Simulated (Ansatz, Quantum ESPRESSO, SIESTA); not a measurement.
## BaTiO3 (Pm-3m, 5 atoms in the cell) computed with different codes at matched settings

Self-consistent single point.

```
BaTiO3
1.0
    4.06940     0.00000     0.00000
    0.00000     4.06940     0.00000
    0.00000     0.00000     4.06940
Ba Ti O
1 1 3
Direct
  0.50000   0.50000   0.50000
  0.00000   0.00000   0.00000
  0.50000   0.00000   0.00000
  0.00000   0.50000   0.00000
  0.00000   0.00000   0.50000
```

Shared settings, as Ansatz (an electronic-structure program) writes them: kpoints.mp_grid.grid = 7 7 7; scf.occupations.method = fixed. Potentials and cutoffs stand in the table.

| code | model | pressure (GPa) | cutoff |
|---|---|---|---|
| Ansatz | PBE, default PAW files | -6.09 | default |
| Quantum ESPRESSO | PBE, PseudoDojo standard norm-conserving (PBE) pseudopotentials | -5.94 | 85 Ry |
| SIESTA | GGA PBE, numerical atomic orbitals DZP, PseudoDojo PBE standard norm-conserving potentials (rewritten from UPF to PSML) | -3.67 | grid 300 Ry |

On Ansatz's run: spin polarisation is off, so a magnetic state, if there is one, cannot be reached.

The spread over the programs that give each value: pressure within 2.42 GPa.

SIESTA uses small atom-centred bases, whose incompleteness enters pressures, forces and empty levels differently from a plane-wave cutoff. Ansatz's pressure is given at a fixed set of plane waves, as the other plane-wave codes print theirs; with its correction for the finite basis it is -5.57 GPa (the shift of 0.51 GPa shows how far the cutoff is from converged). In the pressure, SIESTA (by 2.35) lies more than 1 GPa from the median of the plane-wave programs.

This mesh misses zone-boundary points where a band edge of such crystals can lie, so no gaps are given.

On the base mesh (4 4 4) the same programs gave: Ansatz pressure -6.07 GPa; Quantum ESPRESSO pressure -5.91 GPa; SIESTA pressure -3.69 GPa.

The starting cell comes from a database of computed structures (which also holds hypothetical and non-ambient phases and stackings), without a prior relaxation at this level. Its lattice was rescaled by a random factor within 2.5 % of one.

Left out of this page: ABINIT (with a known weakness of the program); GPAW and FLEUR (not drawn, or without a comparable value); CP2K (on another mesh).

Keys are those of Ansatz 0.2.
